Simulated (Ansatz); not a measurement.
## bcc Mo (1 1 0) on wurtzite AlN (1 0 0) (film strained to the substrate, started from cuts of the bulks and a machine-learned relaxation; slabs Al40N40 and Mo45, which can lie off the formulas)

A periodic stack without vacuum, bcc Mo (1 1 0) on wurtzite AlN (1 0 0) (film strained to the substrate, started from cuts of the bulks and a machine-learned relaxation; slabs Al40N40 and Mo45, which can lie off the formulas): substrate slab Al40N40, film Mo45, surface cells [[0, -1], [4, -1]] and [[3, 1], [6, 5]], film strained by -4.7 and +3.7 %, outermost planes AlN/AlN and Mo/Mo as cut, which need not be the usual terminations and can put a slab off its formula.

The start was prepared with a machine-learned potential, and the result is one local minimum, with the in-plane cell held and forces under 0.04 eV/Å; the film can end far from its bulk form.

Method: PBE (plane waves to 420 eV, PAW; Ansatz, an electronic-structure program). No spin–orbit coupling; the runs are not spin-polarised; PBE gaps are too small against experiment. Its k-point mesh 6×2×1, Fermi–Dirac width 0.05 eV.

```
Property                                                                                   Result
--------------------------------------------------------------------------------  ---------------
interface area                                                                            62.8 Å²
period                                                                                    25.17 Å
heights between the nearest atoms of the two slabs at the two interfaces          1.80 and 1.83 Å
Al–Mo contacts across the interfaces within 1.22 times the sum of covalent radii  34, mean 3.01 Å
Mo–N contacts across the interfaces within 1.22 times the sum of covalent radii   10, mean 2.27 Å
hole barrier (PBE)                                                                        1.98 eV
electron barrier (PBE)                                                                    2.05 eV
```

```xyz
125
Lattice="5.0181 -0.0001 0.0333 5.0175 12.5196 0.2365 0.5896 2.2423 25.2101" Properties=species:S:1:pos:R:3 pbc="T T T"
Al     7.5821     7.8915     2.0807
Al     7.5528    11.0048     2.1663
Al     2.4967     1.6332     2.0685
Al     2.5363     4.7734     2.0620
Al     5.1128     9.5169     1.2694
Al     5.0334    12.6403     1.3725
Al     5.0524     3.2126     1.2312
Al     5.0765     6.3505     1.2439
N      5.6719     7.9144     2.1710
N      5.6386    11.0377     2.2568
N      0.6034     1.6442     2.1019
N      5.6591     4.7724     2.1454
N      8.1705     9.4636     1.1472
N      8.1253    12.6200     1.4073
N      3.1474     3.1921     1.2502
N      3.1695     6.3201     1.1810
Al     2.5148     6.2942     4.8052
Al     7.5270     9.4004     4.8862
Al     7.5126    12.5255     4.9560
Al     2.5004     3.1643     4.7810
Al     5.0321     7.8654     3.9655
Al     5.0126    10.9863     4.0426
Al     4.9982     1.6042     3.9196
Al     5.0194     4.7384     3.9387
N      5.6166     6.2922     4.8562
N      5.6125     9.4052     4.9097
N      5.5984    12.5333     4.9728
N      5.6040     3.1630     4.8218
N      3.1205     7.8657     3.8976
N      8.1198    10.9769     4.0058
N      3.0917     1.5994     3.8803
N      3.1109     4.7382     3.8946
Al     2.4895     4.6861     7.5118
Al     7.5079     7.8012     7.5957
Al     7.4986    10.9193     7.6357
Al     2.4803     1.5439     7.4448
Al     5.0062     6.2599     6.6608
Al     5.0016     9.3715     6.7111
Al     4.9937    12.5027     6.7719
Al     4.9984     3.1338     6.6216
N      5.5923     4.6860     7.5530
N      5.5927     7.8007     7.6098
N      5.5843    10.9177     7.6478
N      0.5664     1.5436     7.4497
N      3.0914     6.2608     6.6250
N      8.1051     9.3729     6.7051
N      8.0974    12.5013     6.7693
N      3.0847     3.1329     6.5919
Al     2.4658     3.0684    10.1699
Al     2.4811     6.1999    10.2571
Al     7.4813     9.3195    10.3247
Al     7.4643    12.4540    10.3352
Al     4.9920     4.6584     9.3638
Al     4.9892     7.7665     9.4223
Al     4.9742    10.8823     9.4537
Al     4.9765     1.5173     9.2853
N      5.5755     3.0667    10.2186
N      5.5869     6.1992    10.3308
N      5.5690     9.3088    10.3713
N      5.5574    12.4469    10.3530
N      3.0762     4.6571     9.3230
N      3.0747     7.7719     9.3735
N      8.0782    10.8914     9.4436
N      3.0629     1.5175     9.2508
Al     2.4650     1.4624    12.8358
Al     2.4935     4.5838    12.9166
Al     7.5395     7.7518    13.0478
Al     7.4712    10.8937    13.0450
Al     4.9746     3.0423    12.0382
Al     5.0053     6.1614    12.1732
Al     4.9778     9.2781    12.2086
Al     4.9402    12.4187    12.1582
N      0.5550     1.4425    12.7852
N      5.6091     4.5541    12.9666
N      5.5756     7.6975    13.1797
N      5.5401    10.8644    13.0390
N      3.0829     3.0418    11.9673
N      3.0975     6.1863    12.0626
N      8.0811     9.3112    12.1227
N      8.0633    12.4401    12.1258
Mo     6.4934     6.8603    15.3183
Mo     4.3820     8.2835    15.2411
Mo     4.9778    11.0570    15.0974
Mo     7.2057     9.6499    15.4795
Mo     5.4451    13.8656    15.0794
Mo     7.7771    12.4595    15.4549
Mo     5.9191     4.1011    15.0962
Mo     3.1711     2.7332    15.2474
Mo     3.7079     5.5076    15.3086
Mo     2.3593     4.7732    17.4111
Mo     5.1478     6.1384    17.4724
Mo     5.6924     8.9263    17.5112
Mo     2.9172     7.5290    17.4931
Mo     6.2524    11.7390    17.5166
Mo     8.5035    10.2983    17.5402
Mo     1.8004     1.9983    17.3305
Mo     9.0750    13.0785    17.5539
Mo     4.6047     3.3447    17.3826
Mo     3.1943     2.6386    19.6054
Mo     5.9753     4.0188    19.6777
Mo     6.5267     6.7981    19.7279
Mo     3.7385     5.4007    19.6798
Mo     7.0875     9.5886    19.7612
Mo     4.2972     8.1931    19.7293
Mo     7.6545    12.3785    19.7886
Mo     4.8675    10.9898    19.7636
Mo     5.4210    13.7735    19.8083
Mo     9.0084    13.0438    22.0599
Mo     6.8084    14.3992    22.0628
Mo     2.3595     4.6601    21.9153
Mo     4.5597     3.3217    21.9161
Mo     2.9015     7.4497    21.9556
Mo     5.1215     6.0920    21.9688
Mo     8.4559    10.2581    22.0074
Mo     5.6719     8.8725    21.9887
Mo     6.2305    11.6341    21.9962
Mo     4.7763    10.8988    24.1483
Mo     7.6785    12.3196    24.3146
Mo     3.2489     2.5441    24.3288
Mo     5.4955    13.6909    24.1007
Mo     3.7009     5.3586    24.3857
Mo     6.0329     3.9516    24.0224
Mo     4.1873     8.1193    24.2357
Mo     6.4514     6.7495    24.0859
Mo     7.0152     9.5395    24.1379
```
